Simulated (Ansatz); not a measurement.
The starting structures come from a database of crystals and need not be the phases stable at ambient conditions.

Input:

```
CELL_PARAMETERS angstrom
      4.13622     0.00000     0.00000
     -2.06811     3.58207     0.00000
      0.00000     0.00000     5.92259
ATOMIC_POSITIONS crystal
  La 0.33333 0.66667 0.99755
  La 0.66667 0.33333 0.49755
  N  0.33333 0.66667 0.41245
  N  0.66667 0.33333 0.91245
```

Space group of this cell: P6_3mc, wurtzite. The cell is taken as given.

Transport runs along the normal of the first two printed cell vectors, the (001) plane of the conventional cell.

The gap is the functional's own, uncorrected, and κ follows it; spin-orbit coupling is left out. Mid-gap values are interpolated between the computed energies.

Problem. State the band gap and the smallest decay constant κ at mid-gap according to r2SCAN run with Ansatz (a program for electronic structure).

Solution. Gap 1.43 eV on a 12×12×6 mesh; κ = 0.220 1/Å, at the zone centre.
